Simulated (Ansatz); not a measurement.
System: Na vacancy in rock-salt NaCl (charge state -1). Computed with PBE, PAW (plane waves to 420 eV; Ansatz, a first-principles code).

64-site cell at the relaxed PBE lattice, the Γ point alone, smearing 0.01 eV, spin-restricted, no finite-size correction. Energies are static. The charge state is imposed; whether it is stable for some Fermi level was not computed. Forms of the defect that were not tried may lie lower.

Barriers: single points on a 2×2×2 k-point mesh shifted by half a step at the bands' geometries.

Relaxed starting cell (atoms counted from 1):

```
CELL_PARAMETERS angstrom
     11.39490     0.00000     0.00000
      0.00000    11.39490     0.00000
      0.00000     0.00000    11.39490
ATOMIC_POSITIONS crystal
  Na 0.99997 0.00003 0.50040
  Na 0.99998 0.49999 0.00047
  Na 0.99997 0.50008 0.50046
  Na 0.49992 0.00004 0.00045
  Na 0.50000 0.00001 0.50043
  Na 0.50002 0.50005 0.00036
  Na 0.49998 0.50003 0.50040
  Cl 0.26161 0.00005 0.00044
  Cl 0.25260 0.00004 0.50044
  Cl 0.25256 0.50008 0.00041
  Cl 0.25102 0.50003 0.50041
  Cl 0.73827 0.00001 0.00044
  Cl 0.74748 0.00005 0.50046
  Cl 0.74746 0.50001 0.00041
  Cl 0.74890 0.50003 0.50042
  Na 0.99997 0.24479 0.24533
  Na 0.99999 0.24477 0.75575
  Na 0.99998 0.75519 0.24522
  Na 0.99997 0.75518 0.75569
  Na 0.50001 0.24883 0.24917
  Na 0.49994 0.24880 0.75161
  Na 0.50001 0.75126 0.24921
  Na 0.50001 0.75125 0.75164
  Cl 0.25081 0.25082 0.25120
  Cl 0.25081 0.25084 0.74960
  Cl 0.25080 0.74919 0.25124
  Cl 0.25082 0.74925 0.74963
  Cl 0.74917 0.25084 0.25127
  Cl 0.74916 0.25084 0.74963
  Cl 0.74921 0.74922 0.25126
  Cl 0.74918 0.74921 0.74956
  Na 0.24472 0.99999 0.24519
  Na 0.24470 0.00004 0.75564
  Na 0.24879 0.50000 0.24917
  Na 0.24879 0.50006 0.75162
  Na 0.75517 0.00001 0.24520
  Na 0.75514 0.00002 0.75563
  Na 0.75121 0.50005 0.24916
  Na 0.75125 0.49997 0.75164
  Cl 0.00000 0.00006 0.26209
  Cl 0.99998 0.00001 0.73875
  Cl 0.99999 0.49989 0.25298
  Cl 0.00003 0.50012 0.74790
  Cl 0.50000 0.00004 0.25303
  Cl 0.50000 0.00002 0.74791
  Cl 0.50000 0.50005 0.25148
  Cl 0.50000 0.50004 0.74933
  Na 0.24474 0.24490 0.00041
  Na 0.24875 0.24881 0.50035
  Na 0.24478 0.75527 0.00042
  Na 0.24878 0.75126 0.50043
  Na 0.75522 0.24476 0.00047
  Na 0.75119 0.24886 0.50047
  Na 0.75519 0.75520 0.00038
  Na 0.75119 0.75123 0.50043
  Cl 0.99998 0.26165 0.00044
  Cl 0.99998 0.25264 0.50056
  Cl 0.00000 0.73834 0.00048
  Cl 0.00000 0.74751 0.50038
  Cl 0.49997 0.25261 0.00042
  Cl 0.49995 0.25107 0.50039
  Cl 0.50007 0.74748 0.00044
  Cl 0.49997 0.74896 0.50042
```
Cell charge -1.

End state 1 differs by these moves (Å; atoms that move under 0.08 Å are left out):

```csv
atom,element,Δx,Δy,Δz
1,Na,0.00,0.07,-0.05
2,Na,0.00,-0.05,0.07
8,Cl,-0.12,0.00,0.00
12,Cl,0.12,0.00,0.00
16,Na,0.00,-2.72,-2.72
17,Na,0.00,0.07,-0.05
18,Na,0.00,-0.05,0.07
24,Cl,0.12,0.00,0.00
28,Cl,-0.12,0.00,0.00
32,Na,0.00,0.07,0.07
36,Na,0.00,0.07,0.07
40,Cl,0.00,-0.12,-0.12
41,Cl,0.00,-0.02,0.14
42,Cl,0.00,0.14,-0.02
48,Na,0.00,0.07,0.07
52,Na,0.00,0.07,0.07
56,Cl,0.00,-0.12,-0.12
57,Cl,0.00,-0.02,0.14
58,Cl,0.00,0.14,-0.02
```

Q: What forward and backward barriers to end state 1 does PBE, PAW give?

A: forward 0.62 eV, backward 0.62 eV; at the saddle point atom 16 has neighbours 2 Cl at 2.49 Å. The saddle point's order was not checked, and it lies on a symmetry element of the cell, where a band can be held.
